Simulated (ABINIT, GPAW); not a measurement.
A GPAW input for a self-consistent single point of BaTiO3 (P4mm, 5 atoms in the cell) (DFT PBE, plane waves, GPAW PAW datasets PBE (gpaw-data 1.0.1)):

```python
from ase import Atoms
from ase.units import GPa
from gpaw import GPAW

atoms = Atoms(['Ba', 'Ti', 'O', 'O', 'O'],
              cell=[[3.990000, 0.000000, 0.000000],
                    [0.000000, 3.990000, 0.000000],
                    [0.000000, 0.000000, 4.040000]],
              positions=[[0.000000, 0.000000, 0.000000],
                         [1.995000, 1.995000, 2.072520],
                         [1.995000, 1.995000, 3.947080],
                         [0.000000, 1.995000, 1.967480],
                         [1.995000, 0.000000, 1.967480]],
              pbc=True)

calc = GPAW(mode={'name': 'pw', 'ecut': 900},
            xc='PBE',
            kpts=(7, 7, 7),
            occupations={'name': 'fermi-dirac', 'width': 0.05},
            nbands=-8,
            convergence={'density': 1e-05, 'bands': -6},
            symmetry={'symmorphic': False, 'tolerance': 0.0005},
            maxiter=120)

atoms.calc = calc

energy = atoms.get_potential_energy()
print('Energy (eV):', round(energy, 6))
forces = atoms.get_forces()
print('Forces (eV/Ang):')
print(forces.round(5))
stress = atoms.get_stress()
print('Stress (GPa, Voigt):', (stress / GPa).round(4))
```

Q: Write the same calculation as an input for ABINIT.

A: This is the input that was run; spellings and numerical settings could be chosen otherwise.

```
# BaTiO3, PseudoDojo nc-sr-05 PBE standard
pp_dirpath "./"
pseudos "Ba.upf, Ti.upf, O.upf"
acell 3*1.0
rprim
         7.5400072373    0.0000000000    0.0000000000
         0.0000000000    7.5400072373    0.0000000000
         0.0000000000    0.0000000000    7.6344935435
natom 5
ntypat 3
znucl 56 22 8
typat 1 2 3 3 3
xred
         0.0000000000    0.0000000000    0.0000000000
         0.5000000000    0.5000000000    0.5130000000
         0.5000000000    0.5000000000    0.9770000000
         0.0000000000    0.5000000000    0.4870000000
         0.5000000000    0.0000000000    0.4870000000
ecut 42 Ha
occopt 3
tsmear 0.00183747
nband 27
kptopt 1
ngkpt 7 7 7
nshiftk 1
shiftk 0 0 0
nstep 100
tolvrs 1.0e-10
prtwf 0
prtden 0
enunit 2
```

Basis settings and potentials, where a program has them, do not carry over. This input uses DFT, PBE, plane waves, norm-conserving pseudopotentials (PseudoDojo nc-sr-05 PBE standard).

The starting cell has typed, rounded lattice constants, without a prior relaxation at this level.
